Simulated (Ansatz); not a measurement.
# rock-salt BaO (0 0 1) on germanium (0 0 1) (film strained to the substrate, started from cuts of the bulks and a machine-learned relaxation; slabs Ge12 and Ba4O4, which can lie off the formulas)

A periodic stack without vacuum, rock-salt BaO (0 0 1) on germanium (0 0 1) (film strained to the substrate, started from cuts of the bulks and a machine-learned relaxation; slabs Ge12 and Ba4O4, which can lie off the formulas): substrate slab Ge12, film Ba4O4, surface cells [[1, 0], [1, 1]] and [[1, 0], [1, 1]], film strained by +3.3 and +3.3 %, outermost planes Ge/Ge and BaO/BaO as cut, which need not be the usual terminations and can put a slab off its formula.

The start was prepared with a machine-learned potential, and the result is one local minimum, with the in-plane cell held and forces under 0.04 eV/Å; the film can end far from its bulk form.

Level of theory: PBE (plane waves to 420 eV, PAW; Ansatz, a program for electronic structure). Scalar-relativistic, without spin–orbit coupling; PBE gaps are too small against experiment. Its k-point mesh 6×6×1, Fermi–Dirac width 0.05 eV.

```
Property                                                                                            Value
--------------------------------------------------------------------------------  -----------------------
interface area                                                                                    16.6 Å²
period                                                                                            27.32 Å
heights between the nearest atoms of the two slabs at the two interfaces                  1.82 and 1.82 Å
Ba–Ge contacts across the interfaces within 1.22 times the sum of covalent radii          12, mean 3.51 Å
Ge–O contacts across the interfaces within 1.22 times the sum of covalent radii            2, mean 2.02 Å
spin-polarised check at this geometry                                             falls back to no moment
```

```
BaGe3O
1.0
    4.06275    -0.00181     0.28790
   -0.00203     4.07257     0.05421
    0.05817    -1.29324    27.37434
Ge Ba O
12 4 4
Direct
  0.27680   0.08560   0.07792
  0.79924   0.29113   0.03252
  0.72336   0.62227   0.18408
  0.24938   0.59731   0.13135
  0.17122   0.14237   0.28942
  0.69718   0.13395   0.23675
  0.61853   0.66245   0.39475
  0.14449   0.65418   0.34209
  0.06637   0.19933   0.50015
  0.59239   0.17412   0.44743
  0.51649   0.50550   0.59896
  0.03892   0.71101   0.55358
  0.43236   0.63996   0.76658
  0.98342   0.09856   0.66554
  0.33228   0.69797   0.96594
  0.88374   0.15651   0.86488
  0.93329   0.12120   0.76620
  0.48186   0.66742   0.66965
  0.83387   0.12909   0.96182
  0.38225   0.67460   0.86522
```
